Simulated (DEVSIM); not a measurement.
Structure: Ge n-p junction from an implanted or diffused profile, at 300 K.

| layer (left to right) | material | thickness (μm) | Na (cm⁻³) | τn (s) | τp (s) |
|---|---|---|---|---|---|
| 1 | Ge | 110 | 3e16 | 3.1e-6 | 3.1e-6 |

Added donor profile: 2.7e18 cm⁻³ × exp(−(x − 0 μm)²/(2·(0.11 μm)²)). Left contact: ohmic. Right contact: ohmic. Voltage is applied to the left contact. Recombination: SRH at mid-gap. Mobility is μmin + (μ − μmin)/(1 + (N/Nref)^α).

Constants are typed, rounded textbook-type inputs, not results; the design itself was drawn at random and stands for no fabricated device. Values at 300 K.

```csv
parameter,Ge
gap (eV),0.664
affinity (eV),4
permittivity,16
Nc (cm⁻³),1.04e19
Nv (cm⁻³),6e18
μn (cm²/Vs),3900
μp (cm²/Vs),1900
"μn,min",150
"μp,min",100
"Nref,n",2.6e17
"Nref,p",4e17
αn,0.56
αp,0.6
```

DEVSIM, 1D drift-diffusion, Boltzmann statistics, complete ionisation; no tunnelling, impact ionisation, image-force lowering or self-heating.

Question: Give the small-signal capacitance in reverse bias (quasi-static).

Answer: 
| V (V) | C (nF/cm²) |
|---|---|
| 0.04 | 75.7 |
| 0.1 | 71.0 |
| 0.2 | 65.0 |
| 0.3 | 60.5 |
| 0.4 | 56.8 |
| 0.6 | 51.2 |
| 0.8 | 47.1 |
| 1 | 43.9 |
| 1.3 | 40.1 |
| 1.6 | 37.2 |
